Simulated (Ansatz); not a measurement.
Start from TiTe$_{2}$ in the CdI2 type structure (space group P-3m1, No. 164; layered, stacked along the Cartesian z axis; relaxed with 0.1 eV smearing).

```
CELL_PARAMETERS angstrom
      3.61876     0.00000     0.00000
     -1.80938     3.13394     0.00000
      0.00000     0.00000     6.22534
ATOMIC_POSITIONS crystal
  Ti 0.00000 0.00000 0.00000
  Te 0.33333 0.66667 0.27785
  Te 0.66667 0.33333 0.72215
```

Cartesian axes are those of the cell as printed.

All numbers come from PBEsol-D3(BJ), PAW, 420 eV (Ansatz, a first-principles code; without spin-orbit coupling).

Base values:

| Quantity | Value |
|---|---|
| Shortest interatomic distance | 2.712 Å |

The change: biaxial strain +4.06 %, plane normal [001], relaxed out of plane (Cartesian); in-plane vectors clamped, the third vector and the atoms free.

Q: What happens to the in-plane stress?

A: The mean in-plane stress (compression positive) comes out as -3.9 GPa.

Q: How does this affect the ratio −ε⊥/ε∥?

A: The ratio −ε⊥/ε∥ is 0.64.

Q: What happens to the shortest interatomic distance?

A: The shortest interatomic distance goes up by 0.026 Å to 2.738 Å.

No phonon test of stability was made. All final runs are without spin polarisation.
